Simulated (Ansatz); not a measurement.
A self-consistent single point of CdPt (P4mm, 2 atoms in the cell) with Ansatz (an electronic-structure program).

Level of theory: PBEsol, default PAW files made with PBE (plane waves; Ansatz).

The change in words: lattice scaled by 0.98; basis.ecutwfc: 420 eV → 335 eV. Reference geometry:
```
CdPt
1.0
    2.97650     0.00000     0.00000
    0.00000     2.97650     0.00000
    0.00000     0.00000     3.83451
Cd Pt
1 1
Cartesian
  0.00000   0.00000   0.05000
  1.48825   1.48825   1.91726
```

Reference input (self-consistent single point, DFT, PBEsol, plane waves, default PAW files made with PBE): basis.ecutwfc = 420 eV; kpoints.mp_grid.grid = 11 11 9; hamiltonian.xc = pbesol; hamiltonian.pseudopotentials = {kind: paw} (the program's default PAW files); scf.occupations.method = fermi_dirac; scf.occupations.width = 0.1 eV. This run's input differs from it in these lines:

Ansatz 0.2 input:
```diff
@@ -3,5 +3,5 @@
   lattice:
-    - [2.976504, 0.000000, 0.000000]
-    - [0.000000, 2.976504, 0.000000]
-    - [0.000000, 0.000000, 3.834512]
+    - [2.916974, 0.000000, 0.000000]
+    - [0.000000, 2.916974, 0.000000]
+    - [0.000000, 0.000000, 3.757822]
   atoms:
@@ -10,3 +10,3 @@
 basis:
-  ecutwfc: 420.0
+  ecutwfc: 335.0
 kpoints:
```

Output (repeated stretches shortened):

```
SCF iter   1: F=—  HF=-20568.493927 eV  |F-HF|=—  |Δ(HF+E_count)|=         —  Δρ=1.16e-2  dr2=5.25e-2  ethr=1.77e-3  ⟨swp⟩=4.6  Hψ=8803  notcnv=0
all-band conjugate gradients solve this SCF's bands
preconditioner: auto → Kerker (q_TF=auto, 2.808 Å⁻¹)
SCF iter   2: F=—  HF=-20568.482525 eV  |F-HF|=—  |Δ(HF+E_count)|=   1.14e-2  Δρ=3.76e-3  dr2=6.23e-3  ethr=1.38e-4  ⟨swp⟩=1.0  Hψ=3255  notcnv=0
SCF iter   3: F=—  HF=-20568.481120 eV  |F-HF|=—  |Δ(HF+E_count)|=   1.41e-3  Δρ=1.25e-3  dr2=7.30e-4  ethr=1.64e-5  ⟨swp⟩=2.5  Hψ=3353  notcnv=0
SCF iter   4: F=—  HF=-20568.480924 eV  |F-HF|=—  |Δ(HF+E_count)|=   1.96e-4  Δρ=2.97e-4  dr2=5.55e-5  ethr=1.92e-6  ⟨swp⟩=2.6  Hψ=3669  notcnv=0
SCF iter   5: F=—  HF=-20568.480996 eV  |F-HF|=—  |Δ(HF+E_count)|=   7.29e-5  Δρ=1.18e-4  dr2=6.78e-6  ethr=1.46e-7  ⟨swp⟩=2.4  Hψ=3747  notcnv=0
SCF iter   6: F=—  HF=-20568.480995 eV  |F-HF|=—  |Δ(HF+E_count)|=   1.89e-6  Δρ=3.37e-5  dr2=4.38e-7  ethr=1.79e-8  ⟨swp⟩=2.0  Hψ=3400  notcnv=0
SCF iter   7: F=-20568.480994 eV  HF=-20568.480994 eV  |F-HF|=7.36e-9  |Δ(HF+E_count)|=   9.62e-8  Δρ=8.33e-6  dr2=2.23e-8  ethr=2.63e-10  ⟨swp⟩=4.9  Hψ=9282  notcnv=0
SCF 1 converged in 7 iterations: F = -20568.480994 eV  dr2 = 2.23e-8
Free energy (F): -20568.480994 eV
Internal energy: -20568.462224 eV  (E = F + TS)
E sigma→0 (E₀):  -20568.471609 eV
Entropy (-TS):   -0.018770 eV (-9.385 meV/atom)
Fermi energy:    20.785895 eV
--- Forces (eV/Å), atoms counted from 1 ---
  atom   1  Cd    -0.00000000     0.00000000    -0.49383730
  atom   2  Pt     0.00000000     0.00000000     0.49383780
--- Stress (GPa, compression-positive) ---
        7.286322       0.000000       0.000000
        0.000000       7.286322       0.000000
        0.000000       0.000000       8.298476
  P = ⅓ Tr σ = 7.6237 GPa (76.237 kbar)
  The stress holds the Pulay correction. Without it, at fixed plane waves, as pw.x and ABINIT print it: P = 5.3258 GPa
```

The run converged in 7 iterations. Against the reference run the free energy goes up by 27.8 meV/atom, the pressure goes from -3.10 to 7.62 GPa and the largest force goes from 0.365 to 0.494 eV/Å.

The starting cell comes from a database of computed structures (which also holds hypothetical and non-ambient phases and stackings), without a prior relaxation at this level. Its lattice was rescaled by up to half a per cent. One atom was moved a little off its site on purpose. For this run, on top of that: lattice scaled by 0.98. Spin polarisation is off. Ansatz's pressure includes its estimate of the finite-basis (Pulay) stress. Without the estimate this run gives 5.33 GPa. The cutoff lies below the one recommended for these files.
